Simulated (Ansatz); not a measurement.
**SnTeO3 (model structure, started from the GaBiO3 type, R3c, No. 161, 10 atoms in the cell)**

Calculation: PBE+SOC (plane waves, PAW; Ansatz, a quantum-chemistry and plane-wave program).

Settings: plane-wave cutoff 520 eV, 12×12×12 k mesh, Fermi–Dirac smearing 0.05 eV, PAW data made under PBE.

Cell (relaxed with PBEsol):

```cif
data_O6Sn2Te2
_chemical_formula_sum 'Sn2 Te2 O6'
_space_group_name_H-M_alt 'P 1'
_space_group_IT_number 1
_cell_length_a 5.77995
_cell_length_b 5.77995
_cell_length_c 5.77995
_cell_angle_alpha 66.706
_cell_angle_beta 66.706
_cell_angle_gamma 66.706
loop_
_space_group_symop_operation_xyz
  'x, y, z'
loop_
_atom_site_label
_atom_site_type_symbol
_atom_site_fract_x
_atom_site_fract_y
_atom_site_fract_z
_atom_site_occupancy
Sn1 Sn 0.53298 0.53298 0.53298 1
Sn2 Sn 0.03298 0.03298 0.03298 1
Te1 Te 0.80667 0.80667 0.80667 1
Te2 Te 0.30667 0.30667 0.30667 1
O1 O 0.41440 0.14554 0.62750 1
O2 O 0.62750 0.41440 0.14554 1
O3 O 0.14554 0.62750 0.41440 1
O4 O 0.12750 0.64554 0.91440 1
O5 O 0.64554 0.91440 0.12750 1
O6 O 0.91440 0.12750 0.64554 1
```

For SnTeO3 (model structure, started from the GaBiO3 type, R3c, No. 161, 10 atoms in the cell), the band gap is 2.18 eV (on the SCF k mesh).

Note: the relaxation could raise the start's symmetry but not lower it, so the cell can be a saddle point; cell and atoms aren't relaxed at this level (largest force component 0.30 eV/Å, pressure 4.6 GPa).

It cost around 21 core-minutes (rough) of CPU time.

A model structure was made by putting elements into a prototype or built by hand; it is no filed structure, need not be a known phase, and can be a saddle point held by its symmetry.
